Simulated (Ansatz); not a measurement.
Electronic density of states of amorphous Si24O48Ga, density 2.29 g/cm³, on a 2×2×2 Γ-centred mesh with a Gaussian width of 0.1 eV; energies count from the Fermi level. Cell and mesh are small, so fine structure isn't converged. Computed with PBE, scalar-relativistic without spin-orbit coupling (plane waves to 420 eV, PAW; Ansatz, a quantum-chemistry and plane-wave program). Sampling: a 2×2×2 Γ-centred mesh; Fermi-Dirac width 0.02 eV; collinear spin, started from a total moment of 1 μB (the moments died out). The usual formal charges leave 3 electrons over, so the level spacing at the Fermi energy parts defect or band states and needn't be the band gap. The spare electrons fill defect levels or the bottom of the conduction band, and the levels at the Fermi energy are partly filled.

The cell was made by melting and quenching with the CHGNet potential and then relaxed with DFT. O atoms were pushed apart under 1.9 Å during the dynamics, to hinder bonds among them. The hot cell started wider than the set density and was brought back towards it in steps. It is the lowest in DFT energy of 2 quenches. It is a model cell: composition and starting density were chosen by hand, and all elements were melted together. No dispersion term was used. Its density started from a set value of 2.29 and ended at 2.29 g/cm³. Cooling (nominally 320 K/ps over its main leg) ran many orders faster than in experiment, which tends to leave more defects and strain. A cell of this size samples the disorder only roughly. The volume was held where the preparation left it, at a PBE pressure of -0.2 GPa (tension). Stress components on the final sampling reach 1.3 GPa. On a 2×2×2 Γ-centred mesh force components of up to 0.17 eV/Å stay, since the relaxation ran on the zone centre alone.

| E - EF (eV) | states/(eV atom) |
|---|---|
| -12.00 | 0.19 |
| -11.90 | 0.21 |
| -11.80 | 0.19 |
| -11.70 | 0.16 |
| -11.60 | 0.14 |
| -11.50 | 0.15 |
| -11.40 | 0.17 |
| -11.30 | 0.22 |
| -11.20 | 0.21 |
| -11.10 | 0.21 |
| -11.00 | 0.24 |
| -10.90 | 0.28 |
| -10.80 | 0.32 |
| -10.70 | 0.45 |
| -10.60 | 0.51 |
| -10.50 | 0.51 |
| -10.40 | 0.56 |
| -10.30 | 0.68 |
| -10.20 | 0.72 |
| -10.10 | 0.69 |
| -10.00 | 0.54 |
| -9.90 | 0.47 |
| -9.80 | 0.51 |
| -9.70 | 0.35 |
| -9.60 | 0.22 |
| -9.50 | 0.16 |
| -9.40 | 0.09 |
| -9.30 | 0.21 |
| -9.20 | 0.30 |
| -9.10 | 0.27 |
| -9.00 | 0.33 |
| -8.90 | 0.36 |
| -8.80 | 0.27 |
| -8.70 | 0.29 |
| -8.60 | 0.33 |
| -8.50 | 0.41 |
| -8.40 | 0.40 |
| -8.30 | 0.43 |
| -8.20 | 0.45 |
| -8.10 | 0.51 |
| -8.00 | 0.50 |
| -7.90 | 0.52 |
| -7.80 | 0.59 |
| -7.70 | 0.66 |
| -7.60 | 0.76 |
| -7.50 | 0.76 |
| -7.40 | 0.78 |
| -7.30 | 0.81 |
| -7.20 | 0.78 |
| -7.10 | 0.75 |
| -7.00 | 0.81 |
| -6.90 | 0.85 |
| -6.80 | 0.91 |
| -6.70 | 0.94 |
| -6.60 | 0.95 |
| -6.50 | 0.96 |
| -6.40 | 0.88 |
| -6.30 | 0.87 |
| -6.20 | 0.88 |
| -6.10 | 0.88 |
| -6.00 | 0.77 |
| -5.90 | 0.66 |
| -5.80 | 0.64 |
| -5.70 | 0.70 |
| -5.60 | 0.67 |
| -5.50 | 0.57 |
| -5.40 | 0.40 |
| -5.30 | 0.34 |
| -5.20 | 0.36 |
| -5.10 | 0.25 |
| -5.00 | 0.21 |
| -4.90 | 0.19 |
| -4.80 | 0.09 |
| -4.70 | 0.01 |
| -4.60 | 0.00 |
| -4.50 | 0.00 |
| -4.40 | 0.00 |
| -4.30 | 0.00 |
| -4.20 | 0.00 |
| -4.10 | 0.00 |
| -4.00 | 0.01 |
| -3.90 | 0.09 |
| -3.80 | 0.14 |
| -3.70 | 0.04 |
| -3.60 | 0.00 |
| -3.50 | 0.00 |
| -3.40 | 0.00 |
| -3.30 | 0.00 |
| -3.20 | 0.00 |
| -3.10 | 0.00 |
| -3.00 | 0.00 |
| -2.90 | 0.00 |
| -2.80 | 0.00 |
| -2.70 | 0.00 |
| -2.60 | 0.00 |
| -2.50 | 0.00 |
| -2.40 | 0.00 |
| -2.30 | 0.00 |
| -2.20 | 0.00 |
| -2.10 | 0.00 |
| -2.00 | 0.00 |
| -1.90 | 0.00 |
| -1.80 | 0.00 |
| -1.70 | 0.00 |
| -1.60 | 0.00 |
| -1.50 | 0.00 |
| -1.40 | 0.00 |
| -1.30 | 0.00 |
| -1.20 | 0.00 |
| -1.10 | 0.00 |
| -1.00 | 0.00 |
| -0.90 | 0.00 |
| -0.80 | 0.00 |
| -0.70 | 0.00 |
| -0.60 | 0.00 |
| -0.50 | 0.00 |
| -0.40 | 0.01 |
| -0.30 | 0.02 |
| -0.20 | 0.03 |
| -0.10 | 0.06 |
| 0.00 | 0.05 |
| 0.10 | 0.06 |
| 0.20 | 0.04 |
| 0.30 | 0.02 |
| 0.40 | 0.08 |
| 0.50 | 0.14 |
| 0.60 | 0.19 |
| 0.70 | 0.16 |
| 0.80 | 0.07 |
| 0.90 | 0.08 |
| 1.00 | 0.08 |
| 1.10 | 0.08 |
| 1.20 | 0.09 |
| 1.30 | 0.11 |
| 1.40 | 0.15 |
| 1.50 | 0.13 |
| 1.60 | 0.11 |
| 1.70 | 0.12 |
| 1.80 | 0.10 |
| 1.90 | 0.16 |
| 2.00 | 0.21 |
| 2.10 | 0.26 |
| 2.20 | 0.25 |
| 2.30 | 0.20 |
| 2.40 | 0.22 |
| 2.50 | 0.27 |
| 2.60 | 0.24 |
| 2.70 | 0.22 |
| 2.80 | 0.29 |
| 2.90 | 0.35 |
| 3.00 | 0.38 |
| 3.10 | 0.42 |
| 3.20 | 0.44 |
| 3.30 | 0.45 |
| 3.40 | 0.43 |
| 3.50 | 0.46 |
| 3.60 | 0.46 |
| 3.70 | 0.46 |
